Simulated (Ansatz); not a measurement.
# Sb₂O₃ (Fd-3m, No. 227): band gap by level of theory

No measured value is used here.

| level (code) | value (eV) | cell (Å³/atom) |
|---|---|---|
| LDA (Ansatz) | 2.76 | 15.92 |
| PBEsol (Ansatz) | 2.97 | 16.92 |
| r²SCAN-D4 (Ansatz) | 3.53 | 17.31 |
| r²SCAN+rVV10 (Ansatz) | 3.40 | 17.07 |
| HSE06 (Ansatz) | 4.34 | 18.03 |
| PBE0 (Ansatz) | 5.05 | 18.03 |
| G0W0@PBEsol+SOC (Ansatz) | 4.34 | 17.17 |

Computed values are for a static lattice. Spin–orbit coupling is included only where a level's name says +SOC; with heavier elements it mostly lowers gaps and can invert bands.  LDA, PBEsol, r²SCAN-D4, r²SCAN+rVV10, HSE06, PBE0: the gap is read on the k mesh or supercell of the run alone and can be too large. LDA, PBEsol, r²SCAN-D4, r²SCAN+rVV10: the relaxation could not lower the start's symmetry, so the cell can be a saddle point above a distorted one. G0W0@PBEsol+SOC: spin–orbit coupling enters as the shift of the gap found with a semilocal functional. Values are at the level's own relaxed cell; HSE06 at the r²SCAN cell; PBE0 at the r²SCAN cell; G0W0@PBEsol+SOC at a fixed cell, not relaxed at this level and not confirmed as the measured one. K meshes differ between the levels. Ansatz's density-functional and Hartree–Fock values are scalar-relativistic unless marked +SOC, with PAW data made under PBE.

Ansatz is a first-principles code.
